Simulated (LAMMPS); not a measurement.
MD of TiO2 (rutile) at zero pressure, 576 atoms, as a crystal; each row is its own run.

Method: classical MD, Buckingham potential of Woodley, Battle, Gale and Catlow, Phys. Chem. Chem. Phys. 1, 2535 (1999), used with rigid ions (no shells), PPPM sums, short-range terms cut at 10 Å, modified for these runs by an r^-4 repulsive force inside the short-range force's maximum (LAMMPS).

```csv
T (K),volume (Å³/atom)
200,10.191
300,10.205
1260,10.320
1580,10.358
1890,10.400
```

Question: Fit a straight line, y = a + b x, to these rows (x is the first column, y the second) and predict the run at x = 940.

Answer: Least squares gives a = 10.167 and b = 0.0001221. At x = 940 the fit predicts 10.282 Å³/atom. The run itself gave 10.2780 ± 0.0007 Å³/atom, so the fit is 0.039 % high.

Caution: the potential ionic pair potential woodley1999 is fitted for structure prediction of static crystals.

Caution (rows 940; 1260; 1580; 1890): a run this short can hold a crystal over, or a liquid under, the potential's own melting point, which these runs don't give.
